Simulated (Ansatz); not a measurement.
The reference is MgSe in the rock salt structure (space group Fm-3m, No. 225; a = 5.450 Å). Axes: x, y, z lie along the cube axes.

Now apply this change: the cell is stretched by 5.74 % along y with no lateral relaxation; the atoms relax in the strained cell.

The values are results of PBEsol, PAW, 420 eV (Ansatz, a first-principles code; without spin-orbit coupling), not measurements.

**Question.** Give the band edges at the high-symmetry points of the new zone, measured from its valence-band maximum.

**Answer.** 
```csv
point,valence edge (eV),conduction edge (eV)
Γ,0.00,2.00
X,-1.65,1.48
P,-2.30,3.82
N,-0.61,3.46
M,-1.67,1.72
S,-1.28,3.17
S₀,-1.28,3.17
R,-2.71,4.11
G,-2.71,4.11
```

The gap is 1.48 eV, indirect, Γ → X.

Stability against distortions was not tested. k-point labels follow each cell's own Brillouin zone.
